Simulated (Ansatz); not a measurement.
Ti: response to strain

Start from Ti in the hcp (Mg type) structure (space group P6_3/mmc, No. 194; relaxed with 0.1 eV smearing).

```
Ti
1.0
    2.93978     0.00000     0.00000
   -1.46989     2.54592     0.00000
    0.00000     0.00000     4.65400
Ti
2
Direct
  0.66667   0.33333   0.75000
  0.33333   0.66667   0.25000
```

Strains are applied to the cell and any free atomic positions relax.

Computed with DFT with PBE, PAW potentials and a 420 eV plane-wave cutoff in Ansatz (a program for electronic structure), without spin-orbit coupling.

Notes on the quantities. energy relative to the base: free energy F; pressure: mean of the normal stresses, compression positive.

| change | shortest interatomic distance | energy relative to the base | pressure |
|---|---|---|---|
| base | 2.880 Å | 0 meV/atom | 0.0 GPa |
| isotropic strain −3.00 % | 2.794 Å | +53 meV/atom | 11.9 GPa |
| isotropic strain −2.50 % | 2.808 Å | +36 meV/atom | 9.6 GPa |
| isotropic strain −2.00 % | 2.823 Å | +23 meV/atom | 7.5 GPa |
| isotropic strain −0.50 % | 2.866 Å | +1.4 meV/atom | 1.7 GPa |
| isotropic strain +1.00 % | 2.909 Å | +5.3 meV/atom | -3.1 GPa |
| isotropic strain +1.50 % | 2.923 Å | +12 meV/atom | -4.6 GPa |
| isotropic strain +2.00 % | 2.938 Å | +21 meV/atom | -5.9 GPa |
| isotropic strain +2.50 % | 2.952 Å | +32 meV/atom | -7.2 GPa |
| isotropic strain +3.00 % | 2.967 Å | +45 meV/atom | -8.4 GPa |

No phonon test of stability was made. All final runs are without spin polarisation.
